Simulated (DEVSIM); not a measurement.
Structure: Al/HfO2/p-Ge capacitor, at 300 K.

| layer (left to right) | material | thickness (nm) | Na (cm⁻³) |
|---|---|---|---|
| 1 | HfO2 | 4.50 | - |
| 2 | Ge | 2600 | 5.1e16 |

Metal gate on the left, work function 4.1 eV. Fixed charge at the semiconductor interface 2.1e11 cm⁻² (in units of +e); interface traps 1e11 cm⁻² eV⁻¹, uniform in energy, neutral level at 0.5 of the gap above the valence band.

This is a model device: material constants are rounded textbook-type values typed into the input, and sizes, dopings and lifetimes were drawn at random. Values at 300 K.

| parameter | HfO2 | Ge |
|---|---|---|
| gap (eV) | 5.7 | 0.664 |
| affinity (eV) | 2.5 | 4 |
| permittivity | 22 | 16 |
| Nc (cm⁻³) | - | 1.04e19 |
| Nv (cm⁻³) | - | 6e18 |

DEVSIM, 1D Poisson equation in equilibrium, Boltzmann statistics, complete ionisation; no quantum confinement or tunnelling. Metal contacts follow the ideal Schottky-Mott rule: no Fermi-level pinning, no interface dipoles.

Q: Tabulate band edges, carrier densities and field at -0.15 V on the gate.

A: Energies count from the Fermi level of the right contact; mesh points crowd at the junctions.

```csv
x (μm),Ec (eV),Ev (eV),n (cm⁻³),p (cm⁻³),field (V/cm)
0.000,1.750,-3.950,< 1e2,< 1e2,23000
0.001046,1.752,-3.948,< 1e2,< 1e2,23000
0.002399,1.756,-3.945,< 1e2,< 1e2,23000
0.003757,1.759,-3.941,< 1e2,< 1e2,23000
0.005082,0.263,-0.401,3.9e14,1.1e12,54000
0.006889,0.273,-0.391,2.7e14,1.6e12,53000
0.01082,0.293,-0.371,1.2e14,3.6e12,51000
0.02331,0.352,-0.312,1.3e13,3.4e13,43000
0.04542,0.434,-0.230,5.4e11,8.2e14,31000
0.08905,0.518,-0.146,2.1e10,2.1e16,9500
0.1839,0.540,-0.124,8.7e9,5.0e16,140
0.4855,0.541,-0.123,8.6e9,5.1e16,≈ 0
0.9854,0.541,-0.123,8.6e9,5.1e16,≈ 0
1.768,0.541,-0.123,8.6e9,5.1e16,≈ 0
2.292,0.541,-0.123,8.6e9,5.1e16,≈ 0
2.457,0.541,-0.123,8.6e9,5.1e16,≈ 0
2.533,0.541,-0.123,8.6e9,5.1e16,≈ 0
2.571,0.541,-0.123,8.6e9,5.1e16,≈ 0
2.593,0.541,-0.123,8.6e9,5.1e16,≈ 0
2.599,0.541,-0.123,8.6e9,5.1e16,≈ 0
2.603,0.541,-0.123,8.6e9,5.1e16,≈ 0
2.604,0.541,-0.123,8.6e9,5.1e16,≈ 0
```
